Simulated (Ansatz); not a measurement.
**Bulk modulus B0 of ScBeNO (model structure, started from the AlSiCN type, P3m1, No. 156, 4 atoms in the cell) at several levels of theory**

No measured value is used here.

```
level (code)     value (GPa)  cell (Å³/atom)
---------------  -----------  --------------
LDA (Ansatz)      (withheld)           10.74
PBE (Ansatz)             135           11.38
PBEsol (Ansatz)          143           11.06
r²SCAN (Ansatz)          144           11.23
```

Q: What belongs in the gaps?

A: 
- LDA (Ansatz, a quantum-chemistry and plane-wave program), value (GPa): 152

LDA, PBE, PBEsol, r²SCAN: the bulk modulus is −V dP/dV from two relaxed cells at ±2 % in volume. Each level is taken at its own relaxed cell. Cutoffs differ between the levels. Ansatz's density-functional and Hartree–Fock values are scalar-relativistic unless marked +SOC, with PAW data made under PBE.

A model structure was made by putting elements into a prototype or built by hand; it is no filed structure, need not be a known phase, and can be a saddle point held by its symmetry.
